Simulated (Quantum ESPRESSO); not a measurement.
Quantum ESPRESSO run on BN (F-43m, 2 atoms in the cell): self-consistent single point.

Computed with PBE, PseudoDojo standard norm-conserving (PBE) pseudopotentials (plane waves; Quantum ESPRESSO).

The change in words: lattice scaled by 0.98. Reference geometry:
```xyz
2
Lattice="-1.8075 0.0000 1.8075 0.0000 1.8075 1.8075 -1.8075 1.8075 0.0000" Properties=species:S:1:pos:R:3 pbc="T T T"
B      0.0000     0.0000     0.0000
N     -0.9038     0.9038     0.9038
```

Reference input (self-consistent single point, DFT, PBE, plane waves, PseudoDojo standard norm-conserving (PBE) pseudopotentials): ecutwfc = 85 Ry; occupations = smearing; smearing = fermi-dirac; degauss = 0.000734986 Ry; potentials = {B: B.upf, N: N.upf}; K_POINTS = automatic 11 11 11 0 0 0; conv_thr = 1e-10 Ry. This run's input differs from it in these lines:

```diff
@@ -10,3 +10,3 @@
     ibrav = 2
-    celldm(1) = 6.83135994
+    celldm(1) = 6.69473274
     nat = 2
```

Output (repeated stretches shortened):

```
     Self-consistent Calculation

     iteration #  1     ecut=    85.00 Ry     beta= 0.70

     total energy              =     -26.74048242 Ry
     estimated scf accuracy    <       0.22393955 Ry

     iteration #  2     ecut=    85.00 Ry     beta= 0.70

     total energy              =     -26.78547894 Ry
     estimated scf accuracy    <       0.06936461 Ry

     iteration #  3     ecut=    85.00 Ry     beta= 0.70

     total energy              =     -26.80028465 Ry
     estimated scf accuracy    <       0.00141197 Ry

   [... 3 blocks of this kind left out ...]

     iteration #  7     ecut=    85.00 Ry     beta= 0.70

     total energy              =     -26.80054364 Ry
     estimated scf accuracy    <          8.5E-10 Ry

     iteration #  8     ecut=    85.00 Ry     beta= 0.70
     End of self-consistent calculation

     the Fermi energy is    15.9938 ev

!    total energy              =     -26.80054364 Ry
     estimated scf accuracy    <          6.6E-12 Ry
     smearing contrib. (-TS)   =       0.00000000 Ry
     internal energy E=F+TS    =     -26.80054364 Ry

     convergence has been achieved in   8 iterations

     Forces acting on atoms (cartesian axes, Ry/au):

     atom    1 type  1   force =     0.00000000    0.00000000   -0.00000000
     atom    2 type  2   force =     0.00000000    0.00000000    0.00000000

     Total force =     0.000000     Total SCF correction =     0.000000

          total   stress  (Ry/bohr**3)                   (kbar)     P=      284.63
   0.00193489   0.00000000  -0.00000000          284.63        0.00       -0.00
   0.00000000   0.00193489   0.00000000            0.00      284.63        0.00
  -0.00000000   0.00000000   0.00193489           -0.00        0.00      284.63

   JOB DONE.
```

The run converged in 8 iterations. Against the reference run the free energy rises by 32.5 meV/atom, the pressure goes from 2.68 to 28.46 GPa and the gap on the mesh goes from 4.637 to 4.719 eV.

The starting cell has typed, rounded lattice constants, without a prior relaxation at this level. For this run, on top of that: lattice scaled by 0.98. With a pressure of about 28 GPa the cell is away from its equilibrium volume at this level.
